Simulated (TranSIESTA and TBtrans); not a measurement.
Junction: bithiophene held by acetylide between the apex atoms of two Al(100) rods. Leads: fcc Al rod along [100], layers of 5 and 4 atoms, a = 4.04 Å. Geometry: as built, not relaxed. Transport runs along z; the first 18 and the last 18 of the 87 atoms are the lead cells, repeated to infinity.

```xyz
87
Lattice="14.213 0.000 0.000 0.000 14.213 0.000 0.000 0.000 47.797" Properties=species:S:1:pos:R:3 pbc="F F T"
Al     7.107     7.107     0.000
Al     9.963     7.107     0.000
Al     7.107     9.963     0.000
Al     4.250     7.107     0.000
Al     7.107     4.250     0.000
Al     8.535     8.535     2.020
Al     5.678     8.535     2.020
Al     8.535     5.678     2.020
Al     5.678     5.678     2.020
Al     7.107     7.107     4.040
Al     9.963     7.107     4.040
Al     7.107     9.963     4.040
Al     4.250     7.107     4.040
Al     7.107     4.250     4.040
Al     8.535     8.535     6.060
Al     5.678     8.535     6.060
Al     8.535     5.678     6.060
Al     5.678     5.678     6.060
Al     7.107     7.107     8.080
Al     9.963     7.107     8.080
Al     7.107     9.963     8.080
Al     4.250     7.107     8.080
Al     7.107     4.250     8.080
Al     8.535     8.535    10.100
Al     5.678     8.535    10.100
Al     8.535     5.678    10.100
Al     5.678     5.678    10.100
Al     7.107     7.107    12.120
Al     9.963     7.107    12.120
Al     7.107     9.963    12.120
Al     4.250     7.107    12.120
Al     7.107     4.250    12.120
Al     8.535     8.535    14.140
Al     5.678     8.535    14.140
Al     8.535     5.678    14.140
Al     5.678     5.678    14.140
Al     7.107     7.107    16.160
C      7.098     7.322    18.098
C      7.093     7.456    19.296
C      7.087     7.615    20.723
C      7.039     8.825    21.400
C      7.045     8.673    22.792
C      7.097     7.343    23.202
S      7.136     6.357    21.835
C      7.116     6.870    24.595
C      7.169     5.540    25.005
C      7.175     5.389    26.396
C      7.127     6.599    27.073
C      7.121     6.758    28.501
C      7.115     6.891    29.699
S      7.077     7.856    25.962
H      7.001     9.787    20.907
H      7.012     9.512    23.474
H      7.202     4.701    24.322
H      7.213     4.426    26.889
Al     7.107     7.107    31.637
Al     8.535     8.535    33.657
Al     5.678     8.535    33.657
Al     8.535     5.678    33.657
Al     5.678     5.678    33.657
Al     7.107     7.107    35.677
Al     9.963     7.107    35.677
Al     7.107     9.963    35.677
Al     4.250     7.107    35.677
Al     7.107     4.250    35.677
Al     8.535     8.535    37.697
Al     5.678     8.535    37.697
Al     8.535     5.678    37.697
Al     5.678     5.678    37.697
Al     7.107     7.107    39.717
Al     9.963     7.107    39.717
Al     7.107     9.963    39.717
Al     4.250     7.107    39.717
Al     7.107     4.250    39.717
Al     8.535     8.535    41.737
Al     5.678     8.535    41.737
Al     8.535     5.678    41.737
Al     5.678     5.678    41.737
Al     7.107     7.107    43.757
Al     9.963     7.107    43.757
Al     7.107     9.963    43.757
Al     4.250     7.107    43.757
Al     7.107     4.250    43.757
Al     8.535     8.535    45.777
Al     5.678     8.535    45.777
Al     8.535     5.678    45.777
Al     5.678     5.678    45.777
```

Run with TranSIESTA and TBtrans (open boundaries, self-consistent; PseudoDojo norm-conserving potentials, scalar-relativistic): PAO.BasisSize SZP, PAO.EnergyShift 0.15 eV, XC.Authors PBE, Mesh.Cutoff 150 Ry, ElectronicTemperature 300 K, TBT.Elecs.Eta 0.001 eV, no spin polarisation.

Q: Give the current of both spins against bias, self-consistently and from the zero-bias transmission integrated over the bias window.

A: 
```
V (V)  I self-consistent (μA)  I from the zero-bias T(E) (μA)
-----  ----------------------  ------------------------------
0.3                     0.205                           0.212
0.6                     0.309                           0.422
0.9                     0.264                           0.613
1.2                     0.221                           0.732
```

Positive bias raises the left lead's chemical potential. The energy step is 0.02 eV; narrower resonances are cut or missed.

The leads' channel count changes near 0.03 eV, within the thermal window, so values at the Fermi level hang on where that band edge falls. Semilocal functionals put molecular levels too close to the Fermi level and tend to overestimate such conductances.
